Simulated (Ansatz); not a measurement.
Levels about the gap of amorphous Si₂₃O₄₈AlH (73 atoms in a cell of 1084 Å³, 2.21 g/cm³; zone centre alone, so wide bands show as single levels with stretches between that a denser mesh fills), at the geometry that PBE relaxed, where it gives 0.7 GPa on a denser mesh. The participation number counts the atoms over which a state spreads; weights are charges in smoothed Voronoi cells. The levels come from a single point, so bond lengths are those of that geometry. Method of the levels: PBE, scalar-relativistic without spin-orbit coupling (Ansatz, a program for electronic structure). Sampling: the zone centre alone; Fermi-Dirac width 0.02 eV; no spin polarisation. At PBE the levels at the filled edge of the gap are localised (band-tail or defect states), and the nearest spread-out levels lie 5.3 eV apart at the zone centre.

The cell was made by melting and quenching with the CHGNet potential and then relaxed with DFT. O atoms were pushed apart under 1.9 Å during the dynamics, to hinder bonds among them. The hot cell started wider than the set density and was brought back towards it in steps. It is the lowest in DFT energy of 2 quenches. It is a model cell: composition and starting density were chosen by hand, and all elements were melted together. No dispersion term was used. Its density started from a set value of 2.21 and ended at 2.21 g/cm³. The quench (nominally 530 K/ps over its main leg) was far faster than any real one, so the model tends to hold more defects than a real film. A cell of this size samples the disorder only roughly. The volume was held where the preparation left it, at a PBE pressure of 0.7 GPa. Stress components on the final sampling reach 2.6 GPa.

```tsv
E - E(highest filled), eV	filling	participation number	largest on	weight O	weight Si	weight H	weight Al
-0.52	filled	19.3	O, 2 neighbours	0.96	0.04	0.00	0.00
-0.43	filled	17.9	O, 2 neighbours	0.95	0.04	0.00	0.01
-0.36	filled	9.2	O, 2 neighbours	0.95	0.04	0.00	0.01
-0.32	filled	7.0	O, 2 neighbours	0.96	0.03	0.00	0.01
-0.17	filled	8.7	O, 2 neighbours	0.96	0.04	0.00	0.01
-0.05	filled	4.6	O, 2 neighbours	0.96	0.04	0.00	0.00
0.00	filled	6.4	O, 2 neighbours	0.96	0.03	0.00	0.01
4.83	empty	58.7	O, 2 neighbours	0.69	0.28	0.02	0.01
6.25	empty	25.1	Si, 4 neighbours	0.59	0.38	0.01	0.02
6.35	empty	39.2	Si, 4 neighbours	0.62	0.35	0.03	0.00
6.67	empty	33.7	Si, 4 neighbours	0.63	0.30	0.06	0.02
6.89	empty	41.4	O, 2 neighbours	0.72	0.26	0.02	0.01
```

Most localised among these is the filled level at -0.05 eV, on a O atom, which has 2 neighbours (Si 1.67 Å, Si 1.68 Å).
